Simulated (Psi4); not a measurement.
Psi4 1.11, PBE0/cc-pvtz, scf_type pk: Si(H)(F)2(NH2) (N[SiH](F)F), 7 atoms. The geometry is a generated start, not checked to be a minimum at this level.

```yaml
task: energy
method: pbe0
basis: cc-pvtz
scf_type: pk
guess: auto, which took SAD (default)
diis_max_vecs: 10 (default)
scf_initial_accelerator: adiis (default)
e_convergence: 1e-06 (default)
d_convergence: 1e-06 (default)
dft_radial_points: 75 (default)
dft_spherical_points: 302 (default)
basis_functions: 166
grid_points: 151963
```

On 4 threads. Build: conda-forge: OpenMP (LLVM), MKL, Libint2. Each setting ran once; only counts and results are compared.

Values of memory tried: 8 GB, 4 GB, 2 GB, 1 GB, 0.5 GB, 0.3 GB.

Q: How low can the memory setting go, and what changes on the way?

A: It runs down to 0.3 GB, the lowest tried, with the same result. At 8 GB: SCF: PK in core. From 2 GB down: SCF: PK on disk.

```json
[
 {"memory": "8 GB", "path": "SCF: PK in core", "peak memory": "2.5 GiB"},
 {"memory": "4 GB", "path": "SCF: PK in core", "peak memory": "2.2 GiB"},
 {"memory": "2 GB", "path": "SCF: PK on disk", "peak memory": "1.9 GiB"},
 {"memory": "1 GB", "path": "SCF: PK on disk", "peak memory": "1.3 GiB"},
 {"memory": "0.5 GB", "path": "SCF: PK on disk", "peak memory": "1.0 GiB"},
 {"memory": "0.3 GB", "path": "SCF: PK on disk", "peak memory": "0.92 GiB"}
]
```

Peak memory is the kernel's count for the largest process, libraries included and scratch files not. The peak passes the setting at 2 GB, 1 GB, 0.5 GB, 0.3 GB: it is no hard cap.
